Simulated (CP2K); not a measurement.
Input and output of a self-consistent single point for BaSn3Pd (P1, 5 atoms in the cell) (CP2K).

Computed with CP2K with PBEsol, GPW, TZVP-MOLOPT-SR-GTH basis, GTH-PBE potentials (GTH_POTENTIALS).

The change in words: atoms moved at random. Reference geometry:
```xyz
5
Lattice="6.4849 0.0000 0.0000 2.8880 5.8063 0.0000 -4.6865 -2.9032 3.4151" Properties=species:S:1:pos:R:3 pbc="T T T"
Ba     9.3729     5.8062     0.0000
Sn     1.4397     2.9005     1.7075
Sn     3.2381    -0.0027     1.7075
Sn     3.8669     2.3954     0.0000
Pd     6.0960     3.7763     0.0000
```

Reference input (self-consistent single point, DFT PBEsol, GPW, TZVP-MOLOPT-SR-GTH basis, GTH-PBE potentials (GTH_POTENTIALS)): CUTOFF = 500 Ry; REL_CUTOFF = 50 Ry; SMEAR/METHOD = FERMI_DIRAC; ELECTRONIC_TEMPERATURE = 1160.45 K; KPOINTS/SCHEME = MONKHORST-PACK 5 5 5; XC_FUNCTIONAL = PBE:PBESOL; Ba/BASIS_SET = TZVP-MOLOPT-SR-GTH; Ba/POTENTIAL = GTH-PBE-q10; Sn/BASIS_SET = TZVP-MOLOPT-SR-GTH; Sn/POTENTIAL = GTH-PBE-q4; Pd/BASIS_SET = TZVP-MOLOPT-SR-GTH; Pd/POTENTIAL = GTH-PBE-q18. This run's input differs from it in these lines:

```diff
@@ -72,7 +72,7 @@
     &COORD
-      Ba       9.37285527     5.80624294     0.00000000
-      Sn       1.43971169     2.90047935     1.70752900
-      Sn       3.23813919    -0.00267115     1.70752900
-      Sn       3.86690384     2.39544754     0.00000000
-      Pd       6.09597857     3.77630204     0.00000000
+      Ba       9.38480629     5.82840559    -0.04580276
+      Sn       1.48087756     2.81285937     1.70590002
+      Sn       3.15865226    -0.00734813     1.73491435
+      Sn       3.87528491     2.45253800    -0.02252231
+      Pd       6.11396105     3.78934589     0.04256870
     &END COORD
```

Output (repeated stretches shortened):

```
 SCF WAVEFUNCTION OPTIMIZATION

  Step     Update method      Time    Convergence         Total energy    Change
     1 NoMix/Diag. 0.30E+00      -     8.45674863      -163.9551970135 -1.64E+02
     2 Broy./Diag. 0.30E+00      -     7.46111873      -169.4333410657 -5.48E+00
     3 Broy./Diag. 0.30E+00      -     0.38691992      -162.3651912477  7.07E+00
     4 Broy./Diag. 0.30E+00      -     1.62128991      -163.1048803077 -7.40E-01
     5 Broy./Diag. 0.30E+00      -     0.51639540      -163.4982806882 -3.93E-01
     6 Broy./Diag. 0.30E+00      -     0.02072509      -163.0901614541  4.08E-01
   [... 9 lines left out ...]
    16 Broy./Diag. 0.30E+00      -     0.00000893      -163.1181065260  4.60E-07
    17 Broy./Diag. 0.30E+00      -     0.00000060      -163.1181062817  2.44E-07
    18 Broy./Diag. 0.30E+00      -     0.00000033      -163.1181061056  1.76E-07
    19 Broy./Diag. 0.30E+00      -     0.00000006      -163.1181060872  1.84E-08
  *** SCF run converged in    19 steps ***

  Overlap energy of the core charge distribution:               0.00000000117692
  Self energy of the core charge distribution:               -297.54453975220673
  Core Hamiltonian energy:                                     67.84616405107832
  Hartree energy:                                              85.99942813907172
  Exchange-correlation energy:                                -19.41704425662484
  Electronic entropic energy:                                  -0.00211426972277
  Fermi energy:                                                 0.28455017720159

  Total energy:                                              -163.11810608722863
  Total energy (extrapolated to T->0):                       -163.11704895236724

                     Mulliken Population Analysis

   [... lines left out ...]

 STRESS| Analytical stress tensor [bar]
 STRESS|                        x                   y                   z
 STRESS|      x        5.49712237825E+04  -8.84454151198E+02  -4.54547061805E+03
 STRESS|      y       -8.84454151198E+02   5.47904971758E+04   9.20293000356E+02
 STRESS|      z       -4.54547061805E+03   9.20293000356E+02   5.60975790947E+04
 STRESS| 1/3 Trace                                             5.52864333510E+04
```

The run converged in 19 iterations. Against the reference run the free energy goes up by 13.2 meV/atom, the pressure goes from 5.19 to 5.53 GPa and the largest force goes from 0.288 to 0.666 eV/Å.

The starting cell comes from a database of computed structures (which also holds hypothetical and non-ambient phases and stackings), without a prior relaxation at this level. Its lattice was rescaled by a random factor within 2.5 % of one. For this run, on top of that: atoms moved at random. Spin polarisation is off. Values carry the incompleteness of an atom-centred basis. The potentials were made for another functional than the one used. With a pressure of about 6 GPa the cell is away from its equilibrium volume at this level.

Cost on one core of a shared machine: roughly 4 min.
